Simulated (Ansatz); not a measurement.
Base system: GaCuSe₂ in the chalcopyrite structure (space group I-42d, No. 122; a = 5.6718 Å, c = 11.2626 Å). Axes: x, y, z lie along a, b, c of the conventional cell.

The values are results of PBE in Ansatz (plane waves to 420 eV, PAW, no SOC), not measurements.

For the base:

The volume per atom is 22.64 Å³.

One thing is altered: tensile biaxial strain of 2.25 % in the plane normal to [001], as in epitaxy on a mismatched substrate; the out-of-plane cell vector and the atoms relax.

Question: What does the calculation give for the volume per atom and energy relative to the base after the change?

Answer: The volume per atom goes up by 0.42 Å³ (22.64 Å³ → 23.06 Å³); the energy grows by 5.3 meV/atom.

No phonon test of stability was made. The final runs are not spin-polarised.

Ansatz is a first-principles code.
